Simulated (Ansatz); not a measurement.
We consider Sm₅Ge₃ (P6₃/mcm, No. 193; cell taken from a computed entry), described by PBE-D4 (PAW; Ansatz, an electronic-structure program).

Run with plane-wave cutoff 500 eV, 6×6×6 k mesh, Fermi–Dirac smearing 0.05 eV, spin-polarised start, scalar-relativistic PAW data made under PBE.

Computed at the level's own relaxed cell.

**Question.** What does this level give for the equilibrium volume per atom, lattice constant a and c axis length?

**Answer.** 
- equilibrium volume per atom: 27.89 Å³/atom
- lattice constant a: 8.814 Å
- c axis length: 6.633 Å

The run finds no gap.

Note: the magnetic order was assumed, not searched for or taken from measurement; the relaxation could not lower the start's symmetry, so the cell can be a saddle point above a distorted one; the 4f shell is treated without U or exact exchange, so its levels and filling can be wrong.

Spin–orbit coupling is not included.

Cost on a shared machine: very roughly 50 core-minutes.
